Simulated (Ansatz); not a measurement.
Consider the following.

```
CELL_PARAMETERS angstrom
      0.00000     2.99928     2.99928
      2.99928     0.00000     2.99928
      2.99928     2.99928     0.00000
ATOMIC_POSITIONS crystal
  I  0.00000 0.00000 0.00000
  Na 0.50000 0.50000 0.50000
```

No spin polarisation.

Calculations: plane-wave PAW DFT at the PBE level (Ansatz, an electronic-structure program, 420 eV), without spin-orbit coupling. Settings: 9×9×9 k-points, 0.05 eV Fermi–Dirac smearing.

Task: Estimate the width of the top valence band.

Result: 1.41 eV.

Task: Predict the band gap.

Result: 4.40 eV.

Task: Estimate the hole mass (degenerate bands, along [100]).

Result: 0.31, 1.2, 1.2 mₑ (at Γ).

Task: Predict the electron mass.

Result: 0.24 mₑ (at Γ).

With I present, leaving out spin-orbit coupling can change the band edges. Load acts through the strain it causes; cell and atoms are relaxed under it. Masses are band curvatures over ±0.01 Å⁻¹ around the edge. Stability against distortions was not tested. No other phases were tried under pressure. The cell was made from NaI in the rock salt structure (space group Fm-3m, No. 225) by this change: pressure 7 GPa.
